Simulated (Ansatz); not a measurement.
Consider the energy of the reaction as written. Reaction: 1/2 cell B + 1/2 Cl2 (gas) → cell A. Negative: the products are lower in energy.

Cell A: a slab of Cu (fcc, Fm-3m) cut along (111), 9 atoms, hexagonal cell of 2.57 Å (5.7 Å²), symmetry P-3m1 within 0.02 Å, 17.4 Å thick under 15 Å of vacuum, in-plane vectors held at the crystal's; planes from bottom to top: Cl | Cu × 7 | Cl; added, foreign or displaced atoms, above the top plane and below the bottom plane: two times Cl bound to 3 Cu at 2.87 Å; spin state with PBE: run without spin, k-point mesh 21×21×1.
```yaml
crystal:
  lattice:
    - [2.56669, 0.00000, 0.00000]
    - [1.28335, 2.22282, 0.00000]
    - [0.00000, 0.00000, 31.91269]
  atoms:
    - { symbol: Cu, position: [0.00000, 0.00000, 0.30416] }
    - { symbol: Cu, position: [0.33333, 0.33333, 0.36868] }
    - { symbol: Cu, position: [0.66667, 0.66667, 0.43429] }
    - { symbol: Cu, position: [0.00000, 0.00000, 0.50000] }
    - { symbol: Cu, position: [0.33333, 0.33333, 0.56571] }
    - { symbol: Cu, position: [0.66667, 0.66667, 0.63132] }
    - { symbol: Cu, position: [0.00000, 0.00000, 0.69584] }
    - { symbol: Cl, position: [0.33333, 0.33333, 0.77273] }
    - { symbol: Cl, position: [0.66667, 0.66667, 0.22727] }
```

Cell B: a slab of Cu (fcc, Fm-3m) cut along (111), 16 atoms, oblique cell of 5.13 × 2.57 Å (11.4 Å²), symmetry P-1 within 0.02 Å, 16.6 Å thick under 15 Å of vacuum, in-plane vectors held at the crystal's; planes from bottom to top: Cl | Cu2 × 7 | Cl; added, foreign or displaced atoms, above the top plane and below the bottom plane: two times Cl bound to 3 Cu at 2.36–2.61 Å; spin state with PBE: run without spin, k-point mesh 10×21×1.
```
Cu7Cl
1.0
    5.13338     0.00000     0.00000
    1.28335     2.22282     0.00000
    0.00000     0.00000    31.91269
Cu Cl
14 2
Direct
  0.00642   0.99409   0.30303
  0.49986   0.00011   0.30478
  0.16783   0.33257   0.36771
  0.66855   0.33163   0.36942
  0.83525   0.66474   0.43441
  0.33291   0.66711   0.43423
  0.00000   0.00000   0.50000
  0.50000   0.00000   0.50000
  0.16475   0.33526   0.56559
  0.66709   0.33289   0.56577
  0.83217   0.66743   0.63229
  0.33145   0.66837   0.63058
  0.99358   0.00591   0.69697
  0.50014   0.99989   0.69522
  0.23645   0.26663   0.75953
  0.76355   0.73337   0.24047
```

Reference: an isolated Cl2 molecule (singlet) in a box of 11 × 11 × 14 Å.

Computed with Ansatz (plane waves, PAW), its default PAW set, cutoff 420 eV, 500 eV for r2SCAN. The structures are at rest with PBE, within the held lattices; other levels are single points on them. Neutral cells; Fermi-Dirac smearing of at most 0.10 eV in the solids, energies taken to zero width. The lattices are those relaxed with PBE, so at other levels the solids can be strained, which adds to the spread. A dispersion term (D3(BJ), or D4 for r2SCAN) was computed beside these levels and is taken off wherever the name lacks it. Static lattices, no vibrational contributions. The structures are the rest points that the relaxations reached, not proven lowest. No Hubbard U is applied. Values are for these cell sizes. The cells' k-point meshes differ in density, so the last digit is unsettled. Cell A has symmetry P-3m1 within 0.02 Å and got no random move, so less symmetric positions, which may lie lower, weren't tried.

Question: What value does r2SCAN give?

Answer: 2.10 eV, for 1/2 cell B + 1/2 Cl2 (gas) → cell A.

Question: List the value at the remaining levels and say how far they part.

Answer: 
```json
[
 {"Functional": "PBE", "value (eV)": "2.06", "less r2SCAN": "-0.04"}
]
```

The levels shown span only 0.04 eV, too little to tell them apart.

Ansatz is a quantum-chemistry and plane-wave program.
